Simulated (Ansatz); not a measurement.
# Parameter sweep on a (001) slab of RbMg6Zn (cut from a parent of space group no. 38; 16 atoms in the cell)

```xyz
16
Lattice="5.2175 0.0000 0.0000 0.0000 7.0411 0.0000 0.0000 0.0000 27.0544" Properties=species:S:1:pos:R:3 pbc="T T T"
Rb     2.6088     3.5205    16.8309
Rb     2.6088     0.0000    10.9626
Mg     0.0000     1.5398    15.6493
Mg     0.0000     5.5013    15.6493
Mg     0.0000     3.5205    12.8930
Mg     2.6088     1.6970    13.8683
Mg     2.6088     5.3441    13.8683
Mg     2.6088     3.5205    10.8810
Mg     0.0000     5.0603     9.7809
Mg     0.0000     1.9807     9.7809
Mg     0.0000     0.0000    18.7614
Mg     2.6088     5.2175     8.0000
Mg     2.6088     1.8236     8.0000
Mg     2.6088     0.0000    16.7494
Zn     0.0000     3.5205    19.0544
Zn     0.0000     0.0000    13.1861
```

Base run A: PBE run with Ansatz (an electronic-structure program), self-consistent single point.

Its settings: kpoints.mp_grid.grid = 7 5 1; hamiltonian.xc = pbe; hamiltonian.pseudopotentials = {kind: paw} (the program's default PAW files); scf.occupations.method = methfessel_paxton; scf.occupations.width = 0.1 eV; efield.axis = 3; efield.dipole_correction = true.

The starting cell comes from a database of computed structures (which also holds hypothetical and non-ambient phases and stackings), without a prior relaxation at this level. The slab is cut from that crystal, and its faces are unrelaxed.

ΔF is the free energy per atom less that of run A. 

```json
[
 {"run": "A", "scf.occupations.method, scf.occupations.width": "methfessel_paxton, 0.1 eV", "ΔF (meV/atom)": "0.00", "largest force (eV/Å)": "0.937", "TS (meV/atom)": "0.1"},
 {"run": "B", "scf.occupations.method, scf.occupations.width": "gaussian, 0.05 eV", "ΔF (meV/atom)": "-0.37", "largest force (eV/Å)": "0.936", "TS (meV/atom)": "0.8"},
 {"run": "C", "scf.occupations.method, scf.occupations.width": "gaussian, 0.2 eV", "ΔF (meV/atom)": "-6.1", "largest force (eV/Å)": "0.922", "TS (meV/atom)": "12.3"},
 {"run": "D", "scf.occupations.method, scf.occupations.width": "fermi_dirac, 0.1 eV", "ΔF (meV/atom)": "-10.0", "largest force (eV/Å)": "0.922", "TS (meV/atom)": "19.8"},
 {"run": "E", "scf.occupations.method, scf.occupations.width": "fermi_dirac, 0.2 eV", "ΔF (meV/atom)": "-38.3", "largest force (eV/Å)": "0.923", "TS (meV/atom)": "73.3"},
 {"run": "F", "scf.occupations.method, scf.occupations.width": "methfessel_paxton, 0.05 eV", "ΔF (meV/atom)": "0.06", "largest force (eV/Å)": "0.937", "TS (meV/atom)": "0.0"},
 {"run": "G", "scf.occupations.method, scf.occupations.width": "cold, 0.2 eV", "ΔF (meV/atom)": "-0.20", "largest force (eV/Å)": "0.925", "TS (meV/atom)": "0.7"},
 {"run": "H", "scf.occupations.method, scf.occupations.width": "cold, 0.3 eV", "ΔF (meV/atom)": "-1.29", "largest force (eV/Å)": "0.916", "TS (meV/atom)": "5.1"}
]
```

Run E against A: The free energy falls by 38.3 meV/atom and the largest force goes from 0.937 to 0.923 eV/Å.

Run D against A: The free energy goes down by 10.0 meV/atom and the largest force goes from 0.937 to 0.922 eV/Å.

Run H against A: The free energy drops by 1.3 meV/atom and the largest force goes from 0.937 to 0.916 eV/Å.

Keys are those of Ansatz 0.2.
